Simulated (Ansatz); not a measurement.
I on the 1x1 (111) surface of fcc Ni, ferromagnetic, one in a 2x2 cell, started at the site 'hollow Ni-Ni-Ni over Ni at depth 4.0 Å'

All values below come from PBE (plane waves to 420 eV, PAW; Ansatz, a quantum-chemistry and plane-wave program).

Model: 17-atom slab, 6.0 Å thick at the start under the adsorbate (thin: gaps and levels are the slab's own), 7x7x1 mesh, Fermi-Dirac 0.1 eV, dipole correction, 8 atoms held, the rest relaxed; held to the start's symmetry, so lower structures may exist; spin-polarised, no spin-orbit, no U, no dispersion correction. At the end it is bonded to 3 Ni. In PBE it is, or lies within 0.03 eV of, the lowest of the starts that converged.

| Quantity | Result |
|---|---|
| adsorption energy against ½ I2(g) | -1.80 eV |
| work function of the top face | 4.36 eV |
| change of the work function | -0.72 eV |
| change of the step from the bottom to the top vacuum level, against the clean slab | -0.71 eV |
| energy released by relaxation | 0.073 eV |
| height of the binding atom over the mean of the host atoms within 0.3 Å of the top one | 2.147 Å |
| magnetic moment of the cell | 10.36 μB |
| nearest host atoms of the binding atom | Ni at 2.58 Å, Ni at 2.58 Å, Ni at 2.58 Å |
| largest move of a host atom | 0.04 Å |
| cost | roughly 13 core-minutes |

A negative adsorption energy means that the adsorbate is more stable on the surface than in its reference.
